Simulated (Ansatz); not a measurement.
Worked example: relaxation of the atoms of Co (P-3m1, 2 atoms in the cell) in Ansatz (an electronic-structure program).

Method: LDA (PW92), default PAW files made with PBE (plane waves; Ansatz).

The change in words: one atom moved by 0.15 angstrom; relax: default → atoms; relax.f_tol: default → 0.05 eV/Å. Reference geometry:
```
CELL_PARAMETERS angstrom
      2.47492     0.00000     0.00000
     -1.23746     2.14335     0.00000
      0.00000     0.00000     4.04297
ATOMIC_POSITIONS crystal
  Co 0.66667 0.33333 0.25986
  Co 0.33333 0.66667 0.74014
```
Moments meant for the start (each program seeds them in its own way; μB, in the order of the atoms Co Co): 3.0 3.0.

Reference input (self-consistent single point, DFT, LDA (PW92), plane waves, default PAW files made with PBE): basis.ecutwfc = 420 eV; kpoints.mp_grid.grid = 15 15 8; hamiltonian.xc = lda; hamiltonian.pseudopotentials = {kind: paw} (the program's default PAW files); magnetization.spin_polarized = true; scf.occupations.method = gaussian; scf.occupations.width = 0.1 eV. This run's input differs from it in these lines:

```diff
@@ -6,3 +6,3 @@
   atoms:
-    - { symbol: Co, position_ang: [1.237463, 0.714448, 1.050607], spin: 3.0 }
+    - { symbol: Co, position_ang: [1.237463, 0.714448, 1.200606], spin: 3.0 }
     - { symbol: Co, position_ang: [-0.000002, 1.428898, 2.992367], spin: 3.0 }
@@ -19,2 +19,4 @@
   occupations: { method: gaussian, width: 0.1 eV }
+relax:
+  f_tol: 0.05
 output:
```

Log, with long lists cut:

```
   [... SCF lines of the steps left out ...]
relax step   1: F+E_penalty+E_count = -10125.28261776 eV  Δ(F+E_penalty+E_count) = +0.000e0 eV  max|allowed force component| = 1.837e0 eV/Å  Δτ_max = 0.0000 Å  (10 SCF iters, dr2 threshold 6.25e-5 eV, accepted)
relax step   2: F+E_penalty+E_count = -10125.36893870 eV  Δ(F+E_penalty+E_count) = -8.632e-2 eV  max|allowed force component| = 1.218e0 eV/Å  Δτ_max = 0.0284 Å  (7 SCF iters, dr2 threshold 1.00e-4 eV, accepted)
relax step   3: F+E_penalty+E_count = -10125.46171936 eV  Δ(F+E_penalty+E_count) = -9.278e-2 eV  max|allowed force component| = 8.891e-3 eV/Å  Δτ_max = 0.0855 Å  (8 SCF iters, dr2 threshold 9.27e-5 eV, accepted)
relax step   4: F+E_penalty+E_count = -10125.46171950 eV  Δ(F+E_penalty+E_count) = -1.377e-7 eV  max|allowed force component| = 8.910e-3 eV/Å  Δτ_max = 0.0000 Å  (3 SCF iters, accepted)
the relaxation is at rest under the 12 symmetry operations that the run kept from its start: a minimum is not shown …
the relaxation's final electronic state is not compared with the one that a single-point calculation of its input finds at the relaxed geometry …
Stability not checked: this state was not tested for a lower state beside it, because too few of the mixer's solves of this state at the end of the SCF gave a …
Magnetization: 3.1863 μB (18.5931 up, 15.4069 down)
   [... lines left out ...]
Absolute magnetization: 3.3981 μB (∫|ρ↑−ρ↓|, with the PAW one-centre terms)
Free energy (F): -10125.461720 eV
Fermi energy:    18.487132 eV
   [... lines left out ...]
--- Relaxed structure (4 steps of the walk, 4 accepted, 0 SCFs on fresh bases) ---
  F+E_penalty+E_count = -10125.46171950 eV   max|allowed force component| = 8.910e-3 eV/Å
  atoms:
    - { symbol: Co, position: [0.6666666666666666, 0.3333333333333333, 0.2687671786522245] }
    - { symbol: Co, position: [0.33333333333333326, 0.6666666666666666, 0.7683339751024124] }
```

The run converged. 

Summary of the result:
Free energy E − TS (on the zero of these files): -10125.4617 eV
Fermi level (on the code's own zero): 18.49 eV
Pressure: -15.50 GPa
Largest force (vector length): 0.009 eV/Å
Size of the cell's spin moment: 3.19 μB
Relaxation steps: 4

The starting cell comes from a database of computed structures (which also holds hypothetical and non-ambient phases and stackings), without a prior relaxation at this level. Its lattice was rescaled by up to half a per cent. For this run, on top of that: one atom moved by 0.15 angstrom. The magnetic order is the one reached from the typed start; others were not searched systematically. The relaxation keeps the symmetry of its start, so its end need not be a minimum. Ansatz's pressure includes its estimate of the finite-basis (Pulay) stress.

Keys are those of Ansatz 0.2.
